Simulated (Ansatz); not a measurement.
Take NaCl in the rock salt structure (space group Fm-3m, No. 225; a = 5.601 Å) as the base.

All numbers come from PBEsol/PAW in Ansatz (an electronic-structure program), no spin-orbit coupling.

For the base:

```
Property                             Value
-----------------------------  -----------
Density                         2.21 g/cm³
Band gap                           5.01 eV
Gap character                  direct at Γ
Width of the top valence band      0.80 eV
```

One thing is altered: a hydrostatic pressure of 100 GPa.

Task: Estimate the effect on the density.

Result: The density grows by 2.32 g/cm³ (2.21 g/cm³ → 4.53 g/cm³).

Task: How does this affect the band gap?

Result: The band gap increases by 0.36 eV to 5.37 eV.

Task: Predict the new gap character.

Result: The gap character goes from direct at Γ to indirect, Γ → X.

Task: Predict the new width of the top valence band.

Result: The width of the top valence band grows by 1.75 eV (0.80 eV → 2.55 eV).

Load acts through the strain it causes; cell and atoms are relaxed under it. Stability against distortions was not tested. Competing high-pressure phases were not computed.
